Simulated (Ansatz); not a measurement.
A single chain of BSe2 cut from its crystal, 12 atoms a period, relaxed period 11.218 Å, atoms relaxed at each strain.

```tsv
strain	energy (meV a period)	axial force (nN)
-0.015	+12.8	-0.26
+0.015	+13.8	+0.25
```

All values below come from PBE+D3(BJ) (plane waves to 420 eV, PAW; Ansatz, a quantum-chemistry and plane-wave program). Mesh 1×1×4. No spin polarisation. It repeats along c; a and b span vacuum. A model cut from a filed crystal. Only distortions within the start's symmetry and period were free. Values not marked SOC lack spin–orbit coupling. Buckling under compression is shut out by symmetry and the short period. Energies are free energies at a Fermi–Dirac width of 0.02 eV, from the unstrained cell.

### Question
Work out the axial stiffness dF/dε in two ways.

### Answer
From the forces: (+0.25 − (-0.26))/0.030 = 17.0 nN. From the energies: (E₊ + E₋)/(ε² c) = 0.0266 eV/(0.015² × 11.218 Å) = 10.54 eV/Å = 16.9 nN. The two agree to within 1 %.
